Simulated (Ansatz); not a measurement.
ZnS under load (space group I-4m2), r2SCAN with spin-orbit coupling, rigid bands (Ansatz, a quantum-chemistry and plane-wave program). Condition of this run: biaxial stress in (001) of 2 GPa (compression positive) (the target of the relaxation). Band gap 2.79 eV, N_c = 2.40e18 cm⁻³ and N_v = 2.63e19 cm⁻³ at 300 K, conductivity masses along y (a = (0.00, 2.62, 2.74) Å; b = (2.62, 0.00, 2.74) Å; c = (2.62, 2.62, 0.00) Å) of 0.211 mₑ (electrons) and 0.635 mₑ (holes). Take k_BT = 0.02585 eV.

Q: What thermal injection velocity √(2k_BT/πm) limits a ballistic channel along the direction named?

A: 1.17e7 cm/s for electrons and 6.75e6 cm/s for holes, a ratio of √(m_h/m_e) = 1.73, for dilute carriers.

Q: Find the intrinsic carrier density and the intrinsic Fermi level.

A: n_i = √(N_c N_v) exp(−E_g/2k_BT) = 7.94e18 × exp(−53.96) = 2.9e-5 cm⁻³. The level lies (k_BT/2) ln(N_v/N_c) = 31 meV from mid-gap (positive towards the conduction band). Each 0.1 eV added to the gap lowers n_i by a factor of 6.9.

Q: A film of it is 8 nm thick, with its normal along the direction named. Estimate the confinement energies in an infinite well.

A: ħ²π²/(2m t²) = 0.376 eV·nm²/(m/mₑ × t²) gives 27.8 meV for electrons and 9.25 meV for holes, so the gap would widen to about 2.83 eV. Finite barriers and nonparabolic bands lower this, and with several valleys or bands the heaviest mass along the normal sets the lowest level, not this average.

Rigid bands with the computed gap; masses take one relaxation time for all states. Geometry: cell and atoms relaxed with PBEsol.
